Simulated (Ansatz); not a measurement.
Band structure of Au (Fm-3m, 1 atom in the cell).

```yaml
crystal:
  lattice:
    - [0.00000, 2.04000, 2.04000]
    - [2.04000, 0.00000, 2.04000]
    - [2.04000, 2.04000, 0.00000]
  atoms:
    - { symbol: Au, position: [0.00000, 0.00000, 0.00000] }
```

Method: PBE (plane waves, PAW; Ansatz, an electronic-structure program).

Settings: kpoints.mp_grid.grid = 18 18 18; hamiltonian.xc = pbe; hamiltonian.pseudopotentials = {kind: paw} (the program's default PAW files); scf.occupations.method = gaussian; scf.occupations.width = 0.1 eV; kpoints.band_path.npoints = 8.

The starting cell has typed, rounded lattice constants, without a prior relaxation at this level. Spin-orbit coupling is off.

Levels in eV from the Fermi level, bands 6 to 13:
```
point      6      7      8      9     10     11     12     13
-----  -----  -----  -----  -----  -----  -----  -----  -----
Γ      -4.70  -4.70  -4.70  -3.17  -3.17  14.48  18.50  18.50
X      -6.78  -2.00  -1.63  -1.63   1.01   5.83  10.03  10.03
W      -5.17  -5.17  -3.32  -1.63   4.77   6.33   6.33   9.46
K      -5.85  -3.84  -2.88  -2.08   3.88   4.70   7.48  12.64
L      -4.74  -4.74  -1.95  -1.95  -0.98   3.12  13.94  17.16
U      -5.85  -3.84  -2.88  -2.08   3.88   4.70   7.48  12.64
```

Bands cross the Fermi level along this path, so the cell is metallic at this level.

Keys are those of Ansatz 0.2.
